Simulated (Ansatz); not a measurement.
Amorphous Si10Al16O44, 70 atoms at 2.63 g/cm³, one PBE-relaxed geometry, zone centre. Methods: PBE, scalar-relativistic without spin-orbit coupling (Ansatz, a quantum-chemistry and plane-wave program); r2SCAN, scalar-relativistic without spin-orbit coupling (Ansatz); HSE06, scalar-relativistic without spin-orbit coupling (Ansatz). Plane waves to 420 eV (r2SCAN 500 eV); exact exchange is cut at the cell's faces. At PBE the levels at the filled edge of the gap are localised (band-tail or defect states). All rungs ran without spin polarisation.

It comes from a melt-quench run on a machine-learned potential (CHGNet), relaxed afterwards by DFT. O atoms were pushed apart under 1.9 Å during the dynamics, to hinder bonds among them. The hot cell started wider than the set density and was brought back towards it in steps. It is the lowest in DFT energy of 8 quenches. It is a model cell: composition and starting density were chosen by hand, and all elements were melted together. No dispersion term was used. Its density started from a set value of 2.67 and ended at 2.63 g/cm³. The quench (nominally 280 K/ps over its main leg) was far faster than any real one, so the model tends to hold more defects than a real film. A cell of this size samples the disorder only roughly. Volume and shape were free in the relaxation.

The relaxation ran on the zone centre alone. At PBE the level gap is 3.97 eV on a 2×2×2 Γ-centred mesh, and the spacing at the zone centre alone 4.07 eV.

### Question
What zone-centre spacing does r2SCAN give, roughly?

### Answer
4.73 eV (+0.66 eV against PBE).

### Question
What zone-centre spacing does HSE06 give, roughly?

### Answer
5.83 eV (+1.76 eV against PBE).

The highest filled and the lowest empty state spread over these numbers of atoms (participation numbers): PBE: 5.0 and 48.7; r2SCAN: 4.6 and 50.1; HSE06: 4.8 and 49.1.
